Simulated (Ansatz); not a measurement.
Start from Ag in the fcc (Cu type) structure (space group Fm-3m, No. 225; relaxed with 0.1 eV smearing).

```
CELL_PARAMETERS angstrom
      0.00000     2.05231     2.05231
      2.05231     0.00000     2.05231
      2.05231     2.05231     0.00000
ATOMIC_POSITIONS crystal
  Ag 0.00000 0.00000 0.00000
```

Cartesian axes are those of the cell as printed.

The values are results of DFT with r2SCAN, PAW potentials and a 500 eV plane-wave cutoff in Ansatz (a program for electronic structure), no SOC, earlier PAW set, not measurements.

Modification: a pure shear with ε_yz = ε_zy = 0.0287; the atoms relax in the strained cell.

### Question
Estimate the effect on the energy relative to the base.

### Answer
The energy grows by 8.2 meV/atom.

### Question
What does the calculation give for the stress after the change?

### Answer
The stress (xx, yy, zz, yz, xz, xy; compression positive) comes out as (-0.1, 0.7, 0.7, -2.7, 0.0, 0.0) GPa.

No phonon test of stability was made.
